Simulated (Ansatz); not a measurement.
Consider AlAs in the zinc blende structure (space group F-43m, No. 216; a = 5.6747 Å).

Structures relaxed with PBEsol, PAW, 420 eV (Ansatz, a program for electronic structure; no spin-orbit coupling).

Base:

Simulated powder pattern, Cu Kα1, λ = 1.54056 Å (kinematic, ideal powder, no thermal factors, no anomalous dispersion; the 8 strongest lines at most, above 2 %, up to 2θ = 90°):

```json
[
 {"2θ (°)": "27.20", "I/Imax (%)": "100", "hkl": "(111)"},
 {"2θ (°)": "31.50", "I/Imax (%)": "19", "hkl": "(200)"},
 {"2θ (°)": "45.15", "I/Imax (%)": "60", "hkl": "(220)"},
 {"2θ (°)": "53.51", "I/Imax (%)": "45", "hkl": "(311)"},
 {"2θ (°)": "65.77", "I/Imax (%)": "9.6", "hkl": "(400)"},
 {"2θ (°)": "72.55", "I/Imax (%)": "18", "hkl": "(331)"},
 {"2θ (°)": "83.36", "I/Imax (%)": "20", "hkl": "(422)"},
 {"2θ (°)": "89.71", "I/Imax (%)": "14", "hkl": "(511)"}
]
```

One thing is altered: full substitution Al → In; the structure is relaxed again.

Q: Predict the new powder pattern.

A: 
Simulated powder pattern, Cu Kα1, λ = 1.54056 Å (kinematic, ideal powder, no thermal factors, no anomalous dispersion; the 8 strongest lines at most, above 2 %, up to 2θ = 90°):

| 2θ (°) | d (Å) | I/Imax (%) | hkl |
|---|---|---|---|
| 25.32 | 3.514 | 100 | (111) |
| 29.32 | 3.044 | 4.1 | (200) |
| 41.94 | 2.152 | 74 | (220) |
| 49.63 | 1.835 | 47 | (311) |
| 60.82 | 1.522 | 12 | (400) |
| 66.95 | 1.397 | 19 | (331) |
| 76.62 | 1.243 | 24 | (422) |
| 82.22 | 1.171 | 14 | (511) |

The indices refer to each structure's own conventional cell; one index is shown for lines that coincide.

No phonon test of stability was made. The final runs are not spin-polarised.
